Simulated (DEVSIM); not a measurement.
System: Schottky contact on n-type Si, at 300 K.

```tsv
layer (left to right)	material	thickness (μm)	Nd (cm⁻³)	τn (s)	τp (s)
1	Si	4.30	7.9e16	0.00044	0.00044
```

Left contact: Schottky, work function 4.81 eV, emission velocity 2.3e6 cm/s. Right contact: ohmic. Voltage is applied to the left contact. Recombination: SRH at mid-gap, Auger. Mobility is μmin + (μ − μmin)/(1 + (N/Nref)^α).

This is a model device: material constants are rounded textbook-type values typed into the input, and sizes, dopings and lifetimes were drawn at random. Values at 300 K.

```tsv
parameter	Si
gap (eV)	1.124
affinity (eV)	4.05
permittivity	11.7
Nc (cm⁻³)	2.86e19
Nv (cm⁻³)	3.1e19
μn (cm²/Vs)	1417
μp (cm²/Vs)	470
μn,min	52
μp,min	45
Nref,n	9.7e16
Nref,p	2.2e17
αn	0.68
αp	0.72
Cn (cm⁶/s)	2.8e-31
Cp (cm⁶/s)	9.9e-32
```

Simulated with DEVSIM: 1D drift-diffusion, Boltzmann statistics, complete ionisation; no tunnelling, impact ionisation, image-force lowering or self-heating. Metal contacts follow the ideal Schottky-Mott rule: no Fermi-level pinning, no interface dipoles.

Base results: dark forward voltage at 100 A/cm² (V) 0.468; potential step across the device at zero bias (V) 0.608; largest field in the device at zero bias (V/cm) 120000; dark forward voltage at 1 A/cm² (V) 0.343.

What follows from this one change: doping Nd of layer 1 7.9e+16 → 2.4e+15 cm^-3?

dark forward voltage at 100 A/cm² 0.468 → 0.554 V; potential step across the device at zero bias 0.608 → 0.517 V; largest field in the device at zero bias 120000 → 19000 V/cm; dark forward voltage at 1 A/cm² 0.343 → 0.347 V.

What follows from this one change: thickness of layer 1 4.3 → 13 μm?

dark forward voltage at 100 A/cm² 0.468 → 0.478 V; potential step across the device at zero bias little changed (0.608 V); largest field in the device at zero bias little changed (120000 V/cm); dark forward voltage at 1 A/cm² little changed (0.343 V).
